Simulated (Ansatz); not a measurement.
**TlInTe$_{2}$ (space group I4/mcm, No. 140)**

Space group I4/mcm (No. 140); a = b = 8.403 Å, c = 7.133 Å, α = β = γ = 90.00°

```
atom  site  symmetry       x       y       z
----  ----  --------  ------  ------  ------
Tl      4a       422  0.0000  0.0000  0.2500
In      4b      -42m  0.0000  0.5000  0.2500
Te      8h      m.2m  0.1846  0.3154  0.0000
```
(The calculation used a cell of 8 atoms; values per cell refer to that cell.)

The values are results of PBEsol in Ansatz (plane waves to 420 eV, PAW, no spin-orbit coupling), not measurements. k-mesh 6×6×6 (Γ-centred); smearing 0.05 eV (Fermi–Dirac).

| Item | Result |
|---|---|
| Volume per atom | 31.48 Å³ |
| Density | 7.58 g/cm³ |
| Band gap | 0.27 eV, indirect, M → k = (0.167, 0.167, 1/3) in the run's primitive reciprocal basis |
| Hole mass | 1.4 mₑ along c, 0.22 mₑ across |
| Total energy | -7656.354 eV/atom (σ→0; compares only within this code and set-up) |

Spin-orbit coupling, missing from the scalar runs, can matter with Te and Tl. Masses are band curvatures over ±0.01 Å⁻¹ around the edge. No phonon test of stability was made. A zero or small gap of TlInTe2 can be the functional's error rather than a property of the material.

Ansatz is a quantum-chemistry and plane-wave program.
